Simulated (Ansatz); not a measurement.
System: Ta2O5 (Pmmn, No. 59, 14 atoms in the cell; start mp-1539317). Method: r²SCAN+rVV10 (plane waves, PAW; Ansatz, a program for electronic structure).

Numerical settings: plane-wave cutoff 560 eV, 10×4×10 k mesh (along the axes of the cell as run), Fermi–Dirac smearing 0.01 eV, scalar-relativistic PAW data made under PBE.

Cell (relaxed at this level):

Ta2O5 has the orthorhombic space group Pmmn, origin choice 1 (No. 59), Pearson symbol oP14. Conventional cell: a = 3.8296 Å, b = 12.9858 Å, c = 3.8670 Å, α = β = γ = 90.00°. Ta on 4e has 5 O at 1.866–2.002 Å and 1 O at 2.196 Å. O1 on 4e sees 2 Ta at 1.983 Å and 1 Ta at 2.196 Å. O2 on 4e has 1 Ta at 1.866 Å and 1 Ta at 2.002 Å (linear). O3 on 2a sees 2 Ta at 1.897 Å (linear). (Neighbours: up to the widest gap in distance over summed covalent radii, below 1.35, at either atom; cation-cation and far metal-metal contacts left out.)

Predict the band gap and smallest direct gap on the k points sampled.


* **band gap**: 2.83 eV
* **smallest direct gap on the k points sampled**: 3.47 eV

Spin–orbit coupling is not included.

Static lattice: no zero-point or thermal effects.

A start named mp-… is a Materials Project structure, which need not be a measured phase.
